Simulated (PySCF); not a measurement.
PySCF 2.14.0, PBE0/def2-tzvp, df: Mo(O)2(OH)2 ([O]=[Mo](=[O])([OH])[OH]), 7 atoms. The geometry is a generated start, not checked to be a minimum at this level.

| Quantity | Result |
|---|---|
| task | energy |
| method | pbe0 |
| basis | def2-tzvp |
| two-electron scheme | density fitting |
| mol.max_memory | 3000 MB |
| mf.max_cycle | 100 |
| mf.init_guess | minao (default) |
| mf.DIIS | CDIIS (default) |
| mf.conv_tol | 1e-09 (default) |
| mf.grids.level | 3 (default) |
| effective core potentials | those of the basis set, past Kr |
| basis functions | 176 |
| grid points | 98384 |

```xyz
7

Mo     0.4020     0.0007     0.0613
O      1.4707     0.7687    -0.9221
O      1.2003    -0.7563     1.2814
O     -0.4745    -1.2021    -0.8823
H     -0.7417    -1.9146    -1.4735
O     -0.7054     1.1862     0.7459
H     -1.1513     1.9174     1.1894
```

Charge 0 and multiplicity 1 are set for this test and not shown to be the ground state.

One run each on 2 threads, 1 BLAS thread. Values of diis_space tried: 3, 5, 8 (default), 12, 20.

How does the count of Fock builds change with diis_space, and where is it least?

Fewest Fock builds, within one of each other: 8 (default) with 14, 12 with 14, 20 with 14. The count rises to 26 at 3. All converge to one solution.

```
diis_space   Fock builds            end
-----------  -----------  -------------
3                     26  same solution
5                     16  same solution
8 (default)           14  same solution
12                    14  same solution
20                    14  same solution
```
